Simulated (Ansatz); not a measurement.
**GaN, pressure series**

Base system: GaN in the zinc blende structure (space group F-43m, No. 216; a = 4.4979 Å).

Cell and atoms are relaxed at each pressure.

Method: Kohn–Sham DFT with the r2SCAN functional, run in Ansatz (a program for electronic structure) with PAW and 500 eV plane waves, no spin-orbit coupling.

Notes on the quantities. hole mass: degenerate bands, along [100].

```csv
change,band gap,density,hole mass
base,2.17 eV,6.11 g/cm³,"0.18, 0.86, 0.86 mₑ (at Γ)"
pressure −2 GPa,2.10 eV,6.05 g/cm³,"0.17, 0.86, 0.86 mₑ (at Γ)"
pressure −1 GPa,2.13 eV,6.08 g/cm³,"0.18, 0.86, 0.86 mₑ (at Γ)"
pressure 0.3 GPa,2.18 eV,6.12 g/cm³,"0.18, 0.85, 0.85 mₑ (at Γ)"
pressure 0.7 GPa,2.19 eV,6.13 g/cm³,"0.18, 0.86, 0.86 mₑ (at Γ)"
pressure 1.5 GPa,2.22 eV,6.16 g/cm³,"0.18, 0.85, 0.85 mₑ (at Γ)"
pressure 3 GPa,2.27 eV,6.20 g/cm³,"0.18, 0.85, 0.85 mₑ (at Γ)"
pressure 5 GPa,2.33 eV,6.26 g/cm³,"0.19, 0.84, 0.84 mₑ (at Γ)"
pressure 7.5 GPa,2.41 eV,6.33 g/cm³,"0.19, 0.84, 0.84 mₑ (at Γ)"
pressure 10 GPa,2.48 eV,6.40 g/cm³,"0.20, 0.83, 0.83 mₑ (at Γ)"
```

Load acts through the strain it causes; cell and atoms are relaxed under it. Masses are band curvatures over ±0.01 Å⁻¹ around the edge. No phonon test of stability was made. Tetrahedral semiconductors of this kind turn to denser phases somewhere between about 1 and 50 GPa; those were not computed, so compressed cells here can lie past the real transition. This is not the structure that GaN has at room temperature and ambient pressure.
